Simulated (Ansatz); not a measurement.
## Fermi-surface data of TiAl (P4/mmm)

Consider the following.

```xyz
2
Lattice="2.8076 0.0000 0.0000 0.0000 2.8076 0.0000 0.0000 0.0000 4.0720" Properties=species:S:1:pos:R:3 pbc="T T T"
Ti     1.4038     1.4038     2.0360
Al     0.0000     0.0000     0.0000
```

All values below come from PBEsol, rigid bands (plane waves, PAW, scalar-relativistic; Ansatz, a quantum-chemistry and plane-wave program). Condition of this run: hydrostatic pressure -2 GPa (the target of the relaxation). How the cell was made: cell and atoms relaxed with PBEsol, then loaded as said.

| Property | Result |
|---|---|
| density of states at the Fermi level | 1.79 states/(eV·cell), both spins |
| bare Sommerfeld coefficient | 2.1 mJ/(mol of atoms·K²) |
| Drude plasma energy | 5.0 (x), 5.0 (y), 4.5 (z) eV |
| root-mean-square Fermi velocity | 4.0e5 m/s |
| resistivity times τ | 19.2 (x), 19.2 (y), 24 (z) ×10⁻²² Ω·m·s |

A metal at this level (no band gap); rigid bands, thermally averaged at 300 K, both spins. Spin-orbit coupling is left out. τ is one relaxation time for all states.
